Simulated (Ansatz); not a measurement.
**Pressure series in La2O3**

Consider La$_{2}$O$_{3}$ (space group P-3m1, No. 164; a = 3.940 Å, c = 6.188 Å).

Cell and atoms are relaxed at each pressure.

Calculations: PBE (Ansatz, a quantum-chemistry and plane-wave program, PAW, no spin-orbit coupling), earlier PAW set.

```json
[
 {"case": "base", "band gap": "3.83 eV", "gap character": "indirect, L → M", "c/a ratio": "1.570", "width of the top valence band": "0.36 eV"},
 {"case": "pressure −2 GPa", "band gap": "3.82 eV", "gap character": "indirect, L → M", "c/a ratio": "1.582", "width of the top valence band": "0.35 eV"},
 {"case": "pressure −1 GPa", "band gap": "3.83 eV", "gap character": "indirect, L → M", "c/a ratio": "1.576", "width of the top valence band": "0.36 eV"},
 {"case": "pressure 0.9 GPa", "band gap": "3.84 eV", "gap character": "indirect, L → M", "c/a ratio": "1.565", "width of the top valence band": "0.37 eV"},
 {"case": "pressure 2.1 GPa", "band gap": "3.85 eV", "gap character": "indirect, L → M", "c/a ratio": "1.558", "width of the top valence band": "0.38 eV"},
 {"case": "pressure 4.5 GPa", "band gap": "3.87 eV", "gap character": "indirect, L → M", "c/a ratio": "1.544", "width of the top valence band": "0.39 eV"},
 {"case": "pressure 9 GPa", "band gap": "3.87 eV", "gap character": "indirect, L → K", "c/a ratio": "1.517", "width of the top valence band": "0.45 eV"},
 {"case": "pressure 15 GPa", "band gap": "3.84 eV", "gap character": "indirect, L → K", "c/a ratio": "1.482", "width of the top valence band": "0.49 eV"},
 {"case": "pressure 22.5 GPa", "band gap": "3.78 eV", "gap character": "indirect, L → K", "c/a ratio": "1.442", "width of the top valence band": "0.53 eV"},
 {"case": "pressure 30 GPa", "band gap": "?", "gap character": "indirect, L → K", "c/a ratio": "?", "width of the top valence band": "?"}
]
```

### Question
Fill in the withheld entries from the trend.

### Answer

- pressure 30 GPa, band gap: 3.74 eV
- pressure 30 GPa, c/a ratio: 1.410
- pressure 30 GPa, width of the top valence band: 0.56 eV

Load acts through the strain it causes; cell and atoms are relaxed under it. No phonon test of stability was made. Competing high-pressure phases were not computed.
